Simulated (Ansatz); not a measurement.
## AlB2-type HfB2: elastic constant C33 by level of theory

No measured value is used here.

```json
[
 {"level (code)": "LDA (Ansatz)", "value (GPa)": "[?]", "cell (Å³/atom)": "9.51"},
 {"level (code)": "PBE (Ansatz)", "value (GPa)": "445", "cell (Å³/atom)": "9.96"},
 {"level (code)": "PBE-D3(BJ) (Ansatz)", "value (GPa)": "466", "cell (Å³/atom)": "9.72"},
 {"level (code)": "r²SCAN (Ansatz)", "value (GPa)": "459", "cell (Å³/atom)": "9.88"}
]
```

Problem. Complete the blanks.

Solution. 
- LDA (Ansatz, an electronic-structure program), value (GPa): 490

Density-functional levels without +SOC have no spin–orbit coupling. PBE-D3(BJ): the dispersion coefficients are held fixed in the derivatives. Each level is taken at its own relaxed cell. Cutoffs differ between the levels. Ansatz's density-functional and Hartree–Fock values are scalar-relativistic unless marked +SOC, with PAW data made under PBE.
